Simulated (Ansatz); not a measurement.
For ZrAl (Cmcm, No. 63, 4 atoms in the cell; start mp-11233), LDA in Ansatz (PAW) gives:

```
Property               Result
---------------  ------------
bulk modulus          118 GPa
cohesive energy  6.18 eV/atom
```

Task: What does PBEsol (PAW; Ansatz, an electronic-structure program) give for the same quantities?

Result: 
- bulk modulus: 114 GPa (falls by 3.4 %)
- cohesive energy: 5.77 eV/atom (falls by 0.41 eV/atom)

Changes are worked out from the printed values.

Unless a cell is named, each level is at its own relaxed cell (LDA 18.75, PBEsol 19.20 Å³/atom).

Caveats: the bulk modulus is −V dP/dV from two relaxed cells at ±2 % in volume (LDA, PBEsol); the relaxation could not lower the start's symmetry, so the cell can be a saddle point above a distorted one (LDA, PBEsol). Ansatz's density-functional and Hartree–Fock values are scalar-relativistic unless marked +SOC, with PAW data made under PBE.

A start named mp-… is a Materials Project structure, which need not be a measured phase.
